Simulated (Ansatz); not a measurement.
Consider the following.

```
AgBr
1.0
    0.00000     3.00483     3.00483
    3.00483     0.00000     3.00483
    3.00483     3.00483     0.00000
Br Ag
1 1
Direct
  0.00000   0.00000   0.00000
  0.50000   0.50000   0.50000
```

No spin polarisation.

Computed with PBE/PAW in Ansatz (an electronic-structure program), no spin-orbit coupling. k-mesh 10×10×10 (Γ-centred); smearing 0.05 eV (Fermi–Dirac).

Problem. Predict the gap character, smallest direct gap and band gap.

Solution. 
- Gap character: indirect, L → Γ
- Smallest direct gap: 2.20 eV
- Band gap: 0.74 eV

The cells carry an imposed strain or load. No phonon test of stability was made. The cell was made from AgBr in the rock salt structure (space group Fm-3m, No. 225) by this change: isotropic strain +2.89 %.
